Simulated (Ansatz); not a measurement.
SnS (model structure, within 0.1 Å of P4/nmm, No. 129, 4 atoms in the cell) was calculated with PBE-D3(BJ) (PAW; Ansatz, a quantum-chemistry and plane-wave program).

Settings: plane-wave cutoff 520 eV, 10×6×8 k mesh (along the axes of the cell as run), Fermi–Dirac smearing 0.01 eV, scalar-relativistic PAW data made under PBE.

Cell (relaxed at this level):

```cif
data_S2Sn2
_chemical_formula_sum 'Sn2 S2'
_space_group_name_H-M_alt 'P4/nmm :1'
_space_group_IT_number 129
_space_group_name_Hall 'P 4ab 2ab -1ab'
_cell_length_a 4.08108
_cell_length_b 4.08108
_cell_length_c 5.78637
_cell_angle_alpha 90.000
_cell_angle_beta 90.000
_cell_angle_gamma 90.000
loop_
_space_group_symop_operation_xyz
  'x, y, z'
  '-y+1/2, x+1/2, z'
  '-x, -y, z'
  'y+1/2, -x+1/2, z'
  'x+1/2, -y+1/2, -z'
  '-y, -x, -z'
  '-x+1/2, y+1/2, -z'
  'y, x, -z'
  '-x+1/2, -y+1/2, -z'
  'y, -x, -z'
  'x+1/2, y+1/2, -z'
  '-y, x, -z'
  '-x, y, z'
  'y+1/2, x+1/2, z'
  'x, -y, z'
  '-y+1/2, -x+1/2, z'
loop_
_atom_site_label
_atom_site_type_symbol
_atom_site_symmetry_multiplicity
_atom_site_Wyckoff_symbol
_atom_site_fract_x
_atom_site_fract_y
_atom_site_fract_z
_atom_site_occupancy
Sn1 Sn 2 c 0.50000 0.00000 0.24515 1
S1 S 2 c 0.00000 0.50000 0.24042 1
```

Problem. Estimate the band gap and direct gap at Γ that the calculation returns.

Solution. 
band gap: 0.46 eV (on the SCF k mesh)
direct gap at Γ: 5.57 eV

Note: a distance lies near a switch of the dispersion term, which can move the cell.

Spin–orbit coupling is not included.

The computed numbers hold no vibrational or temperature effects.

It cost about 6 core-minutes (a rough figure) of CPU time.

A model structure was made by putting elements into a prototype or built by hand; it is no filed structure, need not be a known phase, and can be a saddle point held by its symmetry.
